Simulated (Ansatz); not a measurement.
BeSe (model structure, from the wurtzite type, P6₃mc, No. 186) was calculated with G0W0@PBEsol (Ansatz, a first-principles code, hard PAW, contour deformation).

The same calculation (at the PBEsol cell, 16.882 Å³/atom) with different numerical settings; throughout: k mesh 3×3×2:

```tsv
run	response cutoff (eV)	empty bands	quasiparticle gap on the mesh (eV)	quasiparticle gap at Γ (eV)	rough time
1	100	282	4.120	5.218	100 core-s
2	150	518	4.264	5.310	6 core-min
3	200	797	4.327	5.352	20 core-min
4	250	1113	4.360	5.374	30 core-min
5	300	1464	4.381	5.389	70 core-min
```

In the column quasiparticle gap on the mesh (eV) the first row differs from the last by -0.261 and the next to last by -0.021.

The last row is no converged limit: other settings stay fixed.

Spin–orbit coupling is not included.

A model structure was made by putting elements into a prototype or built by hand; it is no filed structure, need not be a known phase, and can be a saddle point held by its symmetry.
